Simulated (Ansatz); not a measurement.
SrTiO3: pressure series

Take SrTiO3 in the cubic perovskite structure (space group Pm-3m, No. 221; a = 3.891 Å) as the base.

Cell and atoms are relaxed at each pressure.

The values are results of plane-wave PAW DFT at the PBEsol level (Ansatz, a program for electronic structure, 420 eV), no SOC, not measurements.

```json
[
 {"pressure (GPa)": "-2", "volume per atom (Å³/atom)": "11.913"},
 {"pressure (GPa)": "-1", "volume per atom (Å³/atom)": "11.847"},
 {"pressure (GPa)": "0", "volume per atom (Å³/atom)": "11.783"},
 {"pressure (GPa)": "3", "volume per atom (Å³/atom)": "11.601"},
 {"pressure (GPa)": "7", "volume per atom (Å³/atom)": "11.379"},
 {"pressure (GPa)": "15", "volume per atom (Å³/atom)": "10.994"},
 {"pressure (GPa)": "30", "volume per atom (Å³/atom)": "10.417"},
 {"pressure (GPa)": "50", "volume per atom (Å³/atom)": "?"},
 {"pressure (GPa)": "100", "volume per atom (Å³/atom)": "8.835"}
]
```

Question: Fit the third-order Birch–Murnaghan form P(V) = (3B₀/2)[(V₀/V)^(7/3) − (V₀/V)^(5/3)]·[1 + (3/4)(B₀′ − 4)((V₀/V)^(2/3) − 1)] (squares taken in P) to the rows shown and predict the withheld row.

Answer: Least squares on the printed values gives V₀ = 11.783 Å³/atom, B₀ = 187 GPa, B₀′ = 4.3; this predicts 9.829 Å³/atom, and the run gives 9.830 Å³/atom, in agreement.

Measured bulk modulus of SrTiO3: 172.1 GPa (room temperature; as listed in Mael Guennou et al., Physical Review B (2010)); the computed value is for a static lattice, so the two differ by thermal effects too.

Load acts through the strain it causes; cell and atoms are relaxed under it. Stability against distortions was not tested. No other phases were tried under pressure. The final runs are not spin-polarised. Many cubic perovskites are stable only at high temperature; tilts and polar distortions were not tested.
